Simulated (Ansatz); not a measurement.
## CaBi2: pressure series

Base system: CaBi2 (space group Cmcm, No. 63; a = 4.7364 Å, b = 17.1549 Å, c = 4.5132 Å; a cell from a computed database, its experimental status unchecked).

Cell and atoms are relaxed at each pressure.

All numbers come from Kohn–Sham DFT with the r2SCAN+rVV10 functional, run in Ansatz (an electronic-structure program) with PAW and 500 eV plane waves, without spin-orbit coupling.

```json
[
 {"pressure (GPa)": "-1", "volume per atom (Å³/atom)": "31.342"},
 {"pressure (GPa)": "0", "volume per atom (Å³/atom)": "30.559"},
 {"pressure (GPa)": "0.3", "volume per atom (Å³/atom)": "30.350"},
 {"pressure (GPa)": "0.7", "volume per atom (Å³/atom)": "30.080"},
 {"pressure (GPa)": "1.5", "volume per atom (Å³/atom)": "29.569"},
 {"pressure (GPa)": "3", "volume per atom (Å³/atom)": "28.728"},
 {"pressure (GPa)": "5", "volume per atom (Å³/atom)": "27.781"},
 {"pressure (GPa)": "7.5", "volume per atom (Å³/atom)": "?"},
 {"pressure (GPa)": "10", "volume per atom (Å³/atom)": "25.957"}
]
```

Q: Fit the third-order Birch–Murnaghan form P(V) = (3B₀/2)[(V₀/V)^(7/3) − (V₀/V)^(5/3)]·[1 + (3/4)(B₀′ − 4)((V₀/V)^(2/3) − 1)] (squares taken in P) to the rows shown and predict the withheld row.

A: Least squares on the printed values gives V₀ = 30.563 Å³/atom, B₀ = 42.1 GPa, B₀′ = 4.6; this predicts 26.790 Å³/atom, and the run gives 26.795 Å³/atom, 0.005 higher.

Load acts through the strain it causes; cell and atoms are relaxed under it. Stability against distortions was not tested. No other phases were tried under pressure.
